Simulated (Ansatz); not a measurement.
The starting structures come from a database of crystals and need not be the phases stable at ambient conditions.

 Where the default PAW files enter, the runs use the earlier of Ansatz's two default sets.

Given:

```yaml
crystal:
  lattice:
    - [6.52097, 0.00000, 0.00000]
    - [-3.26048, 5.64732, 0.00000]
    - [3.26048, 1.88244, 5.32435]
  atoms:
    - { symbol: Cd, position: [0.50000, 0.75000, 0.75000] }
    - { symbol: Cd, position: [0.00000, 0.00000, 0.00000] }
    - { symbol: In, position: [0.25000, 0.37500, 0.37500] }
    - { symbol: In, position: [0.75000, 0.37500, 0.37500] }
    - { symbol: In, position: [0.25000, 0.87500, 0.37500] }
    - { symbol: In, position: [0.75000, 0.37500, 0.87500] }
    - { symbol: O, position: [0.27650, 0.13825, 0.58525] }
    - { symbol: O, position: [0.77650, 0.61175, 0.61175] }
    - { symbol: O, position: [0.27650, 0.13825, 0.13825] }
    - { symbol: O, position: [0.77650, 0.16475, 0.61175] }
    - { symbol: O, position: [0.72350, 0.13825, 0.13825] }
    - { symbol: O, position: [0.22350, 0.61175, 0.16475] }
    - { symbol: O, position: [0.72350, 0.58525, 0.13825] }
    - { symbol: O, position: [0.22350, 0.61175, 0.61175] }
```

Space group of this cell: Fd-3m, spinel. The cell is taken as given; by r2SCAN its mean pressure is -0.9 GPa.

The current runs along the normal of the first two printed vectors, the (111) plane. All runs by Ansatz (a quantum-chemistry and plane-wave program), plane waves and PAW, without spin-orbit coupling; the base is r2SCAN.

```json
[
 {"run": "base", "mean pressure (GPa)": "-0.9", "gap (eV)": "1.54", "mid-gap κ (1/Å)": "0.156"},
 {"run": "all lengths scaled by 0.98", "mean pressure (GPa)": "9.6", "gap (eV)": "1.80", "mid-gap κ (1/Å)": "0.177"},
 {"run": "all lengths scaled by 1.02", "mean pressure (GPa)": "-8.7", "gap (eV)": "1.28", "mid-gap κ (1/Å)": "0.135"},
 {"run": "lda in place of r2scan", "mean pressure (GPa)": "-5.9", "gap (eV)": "?", "mid-gap κ (1/Å)": "?"},
 {"run": "lengths across the current scaled by 0.98, ions clamped", "mean pressure (GPa)": "5.8", "gap (eV)": "?", "mid-gap κ (1/Å)": "?"},
 {"run": "lengths across the current scaled by 1.02, ions clamped", "mean pressure (GPa)": "-6.3", "gap (eV)": "1.33", "mid-gap κ (1/Å)": "0.139"},
 {"run": "lengths along the current scaled by 0.97, ions clamped", "mean pressure (GPa)": "4.0", "gap (eV)": "1.60", "mid-gap κ (1/Å)": "0.162"},
 {"run": "lengths along the current scaled by 1.03, ions clamped", "mean pressure (GPa)": "-5.0", "gap (eV)": "?", "mid-gap κ (1/Å)": "?"},
 {"run": "pbesol in place of r2scan", "mean pressure (GPa)": "-1.2", "gap (eV)": "0.94", "mid-gap κ (1/Å)": "0.112"}
]
```

### Question
Some entries are withheld; supply them.

### Answer

- lda in place of r2scan, gap (eV): 0.90
- lda in place of r2scan, mid-gap κ (1/Å): 0.110
- lengths across the current scaled by 0.98, ions clamped, gap (eV): 1.67
- lengths across the current scaled by 0.98, ions clamped, mid-gap κ (1/Å): 0.171
- lengths along the current scaled by 1.03, ions clamped, gap (eV): 1.35
- lengths along the current scaled by 1.03, ions clamped, mid-gap κ (1/Å): 0.147
